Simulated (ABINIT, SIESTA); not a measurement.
An ABINIT input for a self-consistent single point of BaIn₄ (I4/mmm, 5 atoms in the cell) (DFT, PBEsol, plane waves, norm-conserving pseudopotentials (PseudoDojo nc-sr-04 PBEsol standard)):

```
# BaIn4, PseudoDojo nc-sr-04 PBEsol standard
pp_dirpath "./"
pseudos "Ba.upf, In.upf"
acell 13.5427149780 13.5427149780 13.5427149780
rprim
        -0.3590574738    0.3590574738    0.8614844520
         0.3590574738   -0.3590574738    0.8614844520
         0.3590574738    0.3590574738   -0.8614844520
natom 5
ntypat 2
znucl 56 49
typat 1 2 2 2 2
xred
         0.0000000000    0.0000000000    0.0000000000
         0.7500000000    0.2500000000    0.5000000000
         0.2500000000    0.7500000000    0.5000000000
         0.6177900000    0.6177900000    0.0000000000
         0.3822100000    0.3822100000    0.0000000000
ecut 35
occopt 7
tsmear 0.00999582
nband 40
kptopt 1
ngkpt 5 5 5
nshiftk 1
shiftk 0 0 0
nstep 60
toldfe 1.0e-09
prtwf 0
prtden 0
enunit 2
```

Question: Give the SIESTA input for the same structure, mesh, smearing and functional.

Answer: This is the input that was run; spellings and numerical settings could be chosen otherwise.

```
# files in the folder: Ba.psml In.psml (PseudoDojo PBEsol standard)
SystemName  BaIn4
SystemLabel BaIn4

NumberOfAtoms                5
NumberOfSpecies              2
%block ChemicalSpeciesLabel
  1 56 Ba
  2 49 In
%endblock ChemicalSpeciesLabel
LatticeConstant              1.0 Ang
%block LatticeVectors
    -2.573184000    2.573184000    6.173825000
     2.573184000   -2.573184000    6.173825000
     2.573184000    2.573184000   -6.173825000
%endblock LatticeVectors
AtomicCoordinatesFormat      ScaledCartesian
%block AtomicCoordinatesAndAtomicSpecies
     0.000000000    0.000000000    0.000000000  1
    -0.000000000    2.573184000    3.086912500  2
     2.573184000    0.000000000    3.086912500  2
    -0.000000000    0.000000000    7.628254693  2
    -0.000000000    0.000000000    4.719395307  2
%endblock AtomicCoordinatesAndAtomicSpecies

XC.functional                GGA
XC.authors                   PBEsol
PAO.BasisSize                DZP
PAO.EnergyShift              0.01 Ry
MeshCutoff                   300 Ry
%block kgrid.MonkhorstPack
    5   0   0  0.0
    0   5   0  0.0
    0   0   5  0.0
%endblock kgrid.MonkhorstPack
OccupationFunction           MP
OccupationMPOrder            0
ElectronicTemperature        3156.43 K

MaxSCFIterations             150
SCF.Mixer.Method             Broyden
SCF.Mixer.Weight             0.25
SCF.Mixer.History            8
SCF.DM.Tolerance             1.0E-05
Diag.ParallelOverK           true
WriteForces                  true
```

Basis settings and potentials, where a program has them, do not carry over. This input uses DFT, GGA PBEsol, numerical atomic orbitals DZP, PseudoDojo PBEsol standard norm-conserving potentials (rewritten from UPF to PSML).

The starting cell comes from a database of computed structures (which also holds hypothetical and non-ambient phases and stackings), without a prior relaxation at this level. Its lattice was rescaled by a random factor within 2.5 % of one.
